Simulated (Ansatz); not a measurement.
Start from C in the diamond structure (space group Fd-3m, No. 227; a = 3.560 Å). Axes: x, y, z lie along the cube axes.

The values are results of Ansatz (a first-principles code) r2SCAN, no SOC, not measurements.

Base values:

| Quantity | Result |
|---|---|
| Valley order | a point along ⟨100⟩, about 1.3 Å⁻¹ from Γ 4.36 eV |
| Shortest interatomic distance | 154.2 pm |

Now apply this change: uniaxial strain ε_xx = +3.77 %, all other strain components held at zero; the atoms relax in the strained cell.

**Question.** Predict the new valley order.

**Answer.** The valley order (the lowest conduction-band minima on the path, energy above the VBM, named in the base's zone) changes from a point along ⟨100⟩, about 1.3 Å⁻¹ from Γ 4.36 eV to a point along [010], about 1.3 Å⁻¹ from Γ 3.79 eV; a point along [100], about 1.3 Å⁻¹ from Γ 4.69 eV.

**Question.** Estimate the effect on the shortest interatomic distance.

**Answer.** The shortest interatomic distance rises by 1.96 pm, from 154.2 pm to 156.1 pm.

The levels and masses belong to the bands next to the band gap. Stability against distortions was not tested.
